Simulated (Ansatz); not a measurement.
The parent structure is YSi in the rock salt structure (space group Fm-3m, No. 225; a = 5.743 Å; a hypothetical phase, not in the database extracts checked).

It is then changed as follows: cell and atoms relaxed at a pressure of 0.9 GPa.

Levels (all Ansatz, a program for electronic structure, PAW, earlier PAW set): PBEsol (420 eV, scalar-relativistic without spin-orbit coupling); r2SCAN (500 eV, no spin-orbit coupling).

The geometry is relaxed with PBEsol.

- PBEsol pressure: 0.9 GPa

Problem. Predict the pressure from r2SCAN.

Solution. The pressure rises by 3.6 GPa, from 0.9 GPa to 4.5 GPa.

Single points use the geometry relaxed with PBEsol. Their cutoffs differ, which shifts pressures a little. Load acts through the strain it causes; cell and atoms are relaxed under it. Whether these cells are dynamically stable was not tested. All final runs are without spin polarisation. An odd electron count without spin: YSi. YSi has a high density of states at the Fermi level and may be magnetic at this level.
